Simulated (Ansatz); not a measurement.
Strongest site found for several adsorbates on germanium (111) (2x2 Ge adatom at T4).

Computed with PBE (plane waves to 420 eV, PAW; Ansatz, a quantum-chemistry and plane-wave program).

Counted are starts at which the adsorbate stayed whole and on top. Thin slabs; no dispersion, zero-point or thermal terms; negative values mean binding.

```json
[
 {"adsorbate, area an adsorbate": "GeH3, 57 Å²", "reference": "GeH4(g) − ½ H2(g)", "bonded to": "Ge", "E_ads (eV)": "-0.60", "shortest bond to the host (Å)": "[?]"},
 {"adsorbate, area an adsorbate": "SiH3, 57 Å²", "reference": "SiH4(g) − ½ H2(g)", "bonded to": "Ge", "E_ads (eV)": "[?]", "shortest bond to the host (Å)": "[?]"},
 {"adsorbate, area an adsorbate": "SiCl3, 57 Å²", "reference": "SiCl4(g) − ½ Cl2(g)", "bonded to": "Ge", "E_ads (eV)": "1.10", "shortest bond to the host (Å)": "2.42"},
 {"adsorbate, area an adsorbate": "H, 57 Å²", "reference": "½ H2(g)", "bonded to": "Ge", "E_ads (eV)": "-0.29", "shortest bond to the host (Å)": "[?]"},
 {"adsorbate, area an adsorbate": "C, 57 Å²", "reference": "an atom of graphite", "bonded to": "2 Ge", "E_ads (eV)": "[?]", "shortest bond to the host (Å)": "1.88"}
]
```

Complete the blanks.


- GeH3, 57 Å², shortest bond to the host (Å): 2.46
- SiH3, 57 Å², E_ads (eV): -0.48
- SiH3, 57 Å², shortest bond to the host (Å): 2.40
- H, 57 Å², shortest bond to the host (Å): 1.56
- C, 57 Å², E_ads (eV): 3.67
